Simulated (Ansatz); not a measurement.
Start from InAs in the zinc blende structure (space group F-43m, No. 216; a = 6.0873 Å). Axes: x, y, z lie along the cube axes.

Computed with Kohn–Sham DFT with the PBEsol functional, run in Ansatz (a quantum-chemistry and plane-wave program) with PAW and 420 eV plane waves, no SOC.

Base values:

The shortest interatomic distance comes out as 2.636 Å, the pressure comes out as 0.0 GPa and the band gap is zero.

One thing is altered: the cell is stretched by 2.50 % along z with no lateral relaxation; the atoms relax in the strained cell.

Problem. Predict the new energy relative to the base, shortest interatomic distance, pressure and band gap.

Solution. The energy increases by 4.2 meV/atom; the shortest interatomic distance goes up by 0.022 Å to 2.658 Å; the pressure (mean of the normal stresses, compression positive) goes from zero to -1.3 GPa; the band gap remains zero.

No phonon test of stability was made. The final runs are not spin-polarised. A zero or small gap of InAs can be the functional's error rather than a property of the material.
